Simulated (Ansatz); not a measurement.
The reference is InAs in the zinc blende structure (space group F-43m, No. 216; a = 6.0261 Å). Axes: x, y, z lie along the cube axes.

Method: LDA/PAW in Ansatz (a first-principles code), no spin-orbit coupling.

For the base:

- Shortest interatomic distance: 2.609 Å
- Pressure: 0.0 GPa

The change: compressive biaxial strain of 2.50 % in the plane normal to [001], as in epitaxy on a mismatched substrate; the out-of-plane cell vector and the atoms relax.

What does the calculation give for the shortest interatomic distance after the change?

The shortest interatomic distance shrinks by 0.018 Å, from 2.609 Å to 2.591 Å.

Estimate the effect on the pressure.

The pressure (mean of the normal stresses, compression positive) goes from zero to 1.4 GPa.

Whether these cells are dynamically stable was not tested. The final runs are not spin-polarised.
